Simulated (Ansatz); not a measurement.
Cost and result by functional for the adsorption energy of H2O on the 1x1 (110) surface of bcc Ta, one in a 2x2 cell, started at the site 'hollow Ta-Ta-Ta', in Ansatz (plane waves, PAW). Single points on the PBE structure, on one kind of machine; costs are rough ratios of the slab run's core time (references not counted) to the cheapest single point. r2SCAN's cost holds its higher cutoff (500 against 420 eV). Differences are taken against r2SCAN for comparison alone: no measured value is at hand, so the table doesn't rank accuracy.

Model: 19-atom slab, 6.8 Å thick at the start under the adsorbate (thin: gaps and levels are the slab's own), 5x5x1 mesh, Fermi-Dirac 0.1 eV, dipole correction, 8 atoms held, the rest relaxed; no symmetry held; no spin, no spin-orbit, no U, no dispersion correction. At the end it is bonded to Ta. In PBE it is, or lies within 0.03 eV of, the lowest of the starts that converged. These notes are the PBE run's. Adsorption energies are against H2O(g). A negative adsorption energy means that the adsorbate is more stable on the surface than in its reference.

| functional | relative cost | adsorption energy (eV) | less r2SCAN (eV) |
|---|---|---|---|
| RPBE | 1 | -0.30 | 0.33 |
| r2SCAN | 2 | -0.62 | 0.00 |
| PBE (the relaxed run's value) | – | -0.51 | 0.12 |

The values span 0.33 eV, while the single points' costs differ by a factor of roughly 2. Differences are of unrounded values.

Ansatz is a program for electronic structure.
